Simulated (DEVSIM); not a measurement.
Structure: abrupt Si p-n junction, at 400 K.

```tsv
layer (left to right)	material	thickness (μm)	Nd (cm⁻³)	Na (cm⁻³)	τn (s)	τp (s)
1	Si	0.690	-	2.2e15	1e-5	1e-5
2	Si	21.0	1.1e15	-	1e-5	1e-5
```

Left contact: ohmic. Right contact: ohmic. Voltage is applied to the left contact. Recombination: SRH at mid-gap, Auger. Mobility is μmin + (μ − μmin)/(1 + (N/Nref)^α).

The device is made up for the run: typed textbook-type constants, with dimensions and the other settings drawn at random. Values at 300 K; Nc and Nv go as T^1.5, mobilities as T to minus their exponent, the gap by Varshni's rule with the affinity fixed.

```csv
parameter,Si
gap (eV),1.124
affinity (eV),4.05
permittivity,11.7
Nc (cm⁻³),2.86e19
Nv (cm⁻³),3.1e19
μn (cm²/Vs),1417
μp (cm²/Vs),470
"μn,min",52
"μp,min",45
"Nref,n",9.7e16
"Nref,p",2.2e17
αn,0.68
αp,0.72
T exponent of μn,2.3
T exponent of μp,2.2
Cn (cm⁶/s),2.8e-31
Cp (cm⁶/s),9.9e-32
Varshni α (eV/K),0.000473
Varshni β (K),636
```

Model (solved in DEVSIM): 1D drift-diffusion, Boltzmann statistics, complete ionisation; no tunnelling, impact ionisation, image-force lowering or self-heating.

The thickness of layer 1 was swept, all else fixed.

```json
[
 {"thickness of layer 1 (μm)": "0.14", "dark forward voltage at 1 A/cm² (V)": "?", "largest field in the device at zero bias (V/cm)": "9300", "dark forward voltage at 100 A/cm² (V)": "?"},
 {"thickness of layer 1 (μm)": "0.24", "dark forward voltage at 1 A/cm² (V)": "0.205", "largest field in the device at zero bias (V/cm)": "8700", "dark forward voltage at 100 A/cm² (V)": "1.316"},
 {"thickness of layer 1 (μm)": "0.41", "dark forward voltage at 1 A/cm² (V)": "0.232", "largest field in the device at zero bias (V/cm)": "8500", "dark forward voltage at 100 A/cm² (V)": "1.189"},
 {"thickness of layer 1 (μm)": "0.69", "dark forward voltage at 1 A/cm² (V)": "0.255", "largest field in the device at zero bias (V/cm)": "8500", "dark forward voltage at 100 A/cm² (V)": "1.088"},
 {"thickness of layer 1 (μm)": "1.2", "dark forward voltage at 1 A/cm² (V)": "0.278", "largest field in the device at zero bias (V/cm)": "8500", "dark forward voltage at 100 A/cm² (V)": "1.009"},
 {"thickness of layer 1 (μm)": "2.1", "dark forward voltage at 1 A/cm² (V)": "0.296", "largest field in the device at zero bias (V/cm)": "8500", "dark forward voltage at 100 A/cm² (V)": "0.956"},
 {"thickness of layer 1 (μm)": "3.4", "dark forward voltage at 1 A/cm² (V)": "0.312", "largest field in the device at zero bias (V/cm)": "8500", "dark forward voltage at 100 A/cm² (V)": "0.929"}
]
```

Question: Fill in the missing entries.

Answer: 
- 0.14, dark forward voltage at 1 A/cm² (V): 0.187
- 0.14, dark forward voltage at 100 A/cm² (V): 1.432
